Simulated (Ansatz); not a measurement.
# Band gap of PbZrO₃ (Amm2, No. 38, 5 atoms in the cell; start mp-20337; a measured phase of this formula has another space group) at several levels of theory

No measured value is used here.

```csv
level (code),value (eV),cell (Å³/atom)
LDA (Ansatz),2.58,14.10
PBEsol (Ansatz),2.59,14.46
r²SCAN (Ansatz),3.12,14.68
r²SCAN-D4 (Ansatz),3.12,14.57
r²SCAN+rVV10 (Ansatz),3.06,14.52
HSE06 (Ansatz),3.69,14.68
PBE0 (Ansatz),4.36,14.68
```

Computed values are for a static lattice. Spin–orbit coupling is included only where a level's name says +SOC; with heavier elements it mostly lowers gaps and can invert bands.  LDA, PBEsol, r²SCAN, r²SCAN-D4, r²SCAN+rVV10, HSE06, PBE0: the gap is read on the k mesh or supercell of the run alone and can be too large. LDA, PBEsol, r²SCAN, r²SCAN-D4, r²SCAN+rVV10: the relaxation could not lower the start's symmetry, so the cell can be a saddle point above a distorted one. Values are at the level's own relaxed cell; HSE06 at the r²SCAN cell; PBE0 at the r²SCAN cell. K meshes differ between the levels. Ansatz's density-functional and Hartree–Fock values are scalar-relativistic unless marked +SOC, with PAW data made under PBE.

A start named mp-… is a Materials Project structure, which need not be a measured phase.

Ansatz is a first-principles code.
